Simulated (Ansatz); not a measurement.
# A computed series for HfN: pressure series

The parent structure is HfN in the rock salt structure (space group Fm-3m, No. 225; a = 4.502 Å).

Cell and atoms are relaxed at each pressure.

Level of theory: PBEsol/PAW in Ansatz (a first-principles code), no spin-orbit coupling.

Notes on the quantities. enthalpy: H = E + PV relative to the base's energy.

```csv
case,lattice parameter a,enthalpy
base,4.502 Å,–
pressure −2 GPa,4.512 Å,-0.14 eV/atom
pressure −1 GPa,4.507 Å,-0.07 eV/atom
pressure 3 GPa,4.486 Å,+0.21 eV/atom
pressure 7 GPa,4.467 Å,+0.49 eV/atom
pressure 15 GPa,4.431 Å,+1.04 eV/atom
pressure 30 GPa,4.372 Å,+2.04 eV/atom
pressure 50 GPa,4.307 Å,+3.31 eV/atom
pressure 75 GPa,4.239 Å,+4.83 eV/atom
pressure 100 GPa,(withheld),+6.29 eV/atom
```

Task: Some entries are withheld; estimate them.

Result: 
- pressure 100 GPa, lattice parameter a: 4.182 Å

Load acts through the strain it causes; cell and atoms are relaxed under it. No phonon test of stability was made. No other phases were tried under pressure. All final runs are without spin polarisation. An odd electron count without spin: HfN.
